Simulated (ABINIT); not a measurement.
Worked example: self-consistent single point of MgCdS₂ (P1, 4 atoms in the cell) in ABINIT.

Level of theory: PBEsol, PAW (JTH v2.0 PBE PAW, files made for PBE) (plane waves; ABINIT 10.0.3).

The change in words: atoms moved at random. Reference geometry:
```
CELL_PARAMETERS angstrom
      3.80768     0.00000     0.00000
      0.00000     3.80768     0.00000
      0.00000     0.00000     5.38570
ATOMIC_POSITIONS crystal
  Mg 0.50000 0.50000 0.50000
  Cd 0.00000 0.00000 0.00000
  S  0.00000 0.00000 0.50000
  S  0.50000 0.50000 0.00000
```

Reference input (self-consistent single point, DFT, PBEsol, plane waves, PAW (JTH v2.0 PBE PAW, files made for PBE)): pseudos = [Mg.GGA_PBE-JTH.xml, Cd.GGA_PBE-JTH.xml, S.GGA_PBE-JTH.xml]; ecut = 21 Ha; pawecutdg = 42 Ha; pawxcdev = 0; ixc = -116133; occopt = 1; ngkpt = 5 5 3; nshiftk = 1; shiftk = 0 0 0; potentials = JTH v2.0 PBE PAW; nband = 19; kptopt = 1. This run's input differs from it in these lines:

```diff
@@ -13,6 +13,6 @@
 xred
-         0.5000000000    0.5000000000    0.5000000000
-         0.0000000000    0.0000000000    0.0000000000
-         0.0000000000    0.0000000000    0.5000000000
-         0.5000000000    0.5000000000    0.0000000000
+         0.5150480000    0.4998970000    0.5001930000
+         0.9917240000    0.9965150000    0.9943340000
+         0.9801390000    0.0025580000    0.5101330000
+         0.5130900000    0.5010300000    0.9953400000
 ecut 21 Ha
```

The program printed (abridged):

```
--- !BeginCycle
solver: {iscf: 17, nstep: 80, nline: 4, wfoptalg: 10, }
tolerances: {tolvrs: 1.00E-12, }
...

     iter   Etot(hartree)      deltaE(h)  residm     nres2
 ETOT  1  -129.92306309895    -1.299E+02 1.500E+01 2.932E+01
 ETOT  2  -131.91425364510    -1.991E+00 2.053E-01 1.574E+03
 ETOT  3  -132.01565491708    -1.014E-01 1.271E-01 4.835E+03
 ETOT  4  -131.75345633238     2.622E-01 9.572E-02 6.081E+00
 ETOT  5  -131.75694113953    -3.485E-03 3.664E-02 1.088E+00
   [... 71 lines left out ...]
 ETOT 77  -131.75323084979    -5.378E-08 1.164E-09 1.279E-01
 ETOT 78  -131.75323077677     7.302E-08 7.180E-11 3.751E-02
 ETOT 79  -131.75323076705     9.727E-09 2.897E-11 2.294E-02
 ETOT 80  -131.75323147202    -7.050E-07 1.090E-09 2.656E-01

 Cartesian components of stress tensor (hartree/bohr^3)
  sigma(1 1)=  1.63856711E-04  sigma(3 2)=  5.02544136E-07
  sigma(2 2)=  1.70046790E-04  sigma(3 1)=  3.79740970E-06
  sigma(3 3)=  1.53486664E-04  sigma(2 1)= -6.16850645E-07
 scprqt:  WARNING -
  nstep=   80 was not enough SCF cycles to converge;
  density residual=  2.656E-01 exceeds tolvrs=  1.000E-12

 ----iterations are completed or convergence reached----

 reduced coordinates (array xred) for    4 atoms
       0.515048000000      0.499897000000      0.500193000000
       0.991724000000      0.996515000000      0.994334000000
   [... lines left out ...]
              =  3.807679983349  3.807679983349  5.385699976461 angstroms
 Fermi (or HOMO) energy (eV) =   5.26508   Average Vxc (eV)= -10.02397
 Eigenvalues (   eV  ) for nkpt=  38  k points:
 prteigrs : prtvol=0 or 1, do not print more k-points.

--- !EnergyTerms
kinetic             :  2.65830873538414E+01
hartree             :  2.77093247433051E+01
xc                  : -1.21844301604253E+01
Ewald energy        : -8.49801536595011E+01
psp_core            :  2.83281782607562E+00
local_psp           : -8.72932420677464E+01
total_energy        : -1.31572290603180E+02
total_energy_eV     : -3.58026410494261E+03
...

-Cartesian components of stress tensor (GPa)         [Pressure= -4.7798E+00 GPa]
- sigma(1 1)=  4.82083007E+00  sigma(3 2)=  1.47853565E-02
- sigma(2 2)=  5.00294845E+00  sigma(3 1)=  1.11723632E-01
- sigma(3 3)=  4.51573280E+00  sigma(2 1)= -1.81483695E-02

 Calculation completed.
```

The run ended unconverged after 80 iterations. 

The starting cell comes from a database of computed structures (which also holds hypothetical and non-ambient phases and stackings), without a prior relaxation at this level. For this run, on top of that: atoms moved at random. The potentials were made for another functional than the one used.

Cost on one core of a shared machine: roughly 8 min.
